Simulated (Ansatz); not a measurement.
Take LiCl in the rock salt structure (space group Fm-3m, No. 225; a = 5.064 Å) as the base.

Computed with PBEsol in Ansatz (plane waves to 420 eV, PAW, scalar-relativistic without spin-orbit coupling).

Before the change:

The volume per atom is 16.23 Å³ and the valley order is Γ 6.35 eV; L along ⟨111⟩ 6.58 eV; X along ⟨100⟩ 7.78 eV.

It is then changed as follows: a hydrostatic pressure of 0.3 GPa.

**Question.** What does the calculation give for the volume per atom and valley order after the change?

**Answer.** The volume per atom decreases by 0.135 Å³ to 16.10 Å³; the valley order (the lowest conduction-band minima on the path, energy above the VBM, named in the base's zone) changes from Γ 6.35 eV; L along ⟨111⟩ 6.58 eV; X along ⟨100⟩ 7.78 eV to Γ 6.40 eV; L along ⟨111⟩ 6.58 eV; X along ⟨100⟩ 7.80 eV.

The levels and masses belong to the bands next to the band gap. Load acts through the strain it causes; cell and atoms are relaxed under it. No phonon test of stability was made.

Ansatz is an electronic-structure program.
